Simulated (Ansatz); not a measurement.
The starting structures come from a database of crystals and need not be the phases stable at ambient conditions.

By PBEsol, the system below comes out a metal.

Without scattering a metal conducts by its projected Fermi surface.

Input:

```
CELL_PARAMETERS angstrom
      2.76860     0.00000     0.00000
     -1.38430     2.39768     0.00000
      0.00000     0.00000    12.34934
ATOMIC_POSITIONS crystal
  Al 0.66667 0.33333 0.25000
  Al 0.33333 0.66667 0.75000
  Cr 0.33333 0.66667 0.41494
  Cr 0.66667 0.33333 0.58506
  Cr 0.66667 0.33333 0.91494
  Cr 0.33333 0.66667 0.08506
  C  0.00000 0.00000 0.50000
  C  0.00000 0.00000 0.00000
```

Space group of this cell: P6_3/mmc. The cell is strained (all lengths scaled by 0.98); by PBEsol its mean pressure is 12.9 GPa.

The current flows along the normal of the first two printed cell vectors, the (001) plane of the conventional cell. No spin-orbit coupling; the value is a mean over 0.1 eV about the Fermi level.

Problem. Estimate the ballistic conductance per area that PBEsol run with Ansatz (a program for electronic structure) returns for this system.

Solution. 0.43 × 10¹⁵ S/m² for both spins.
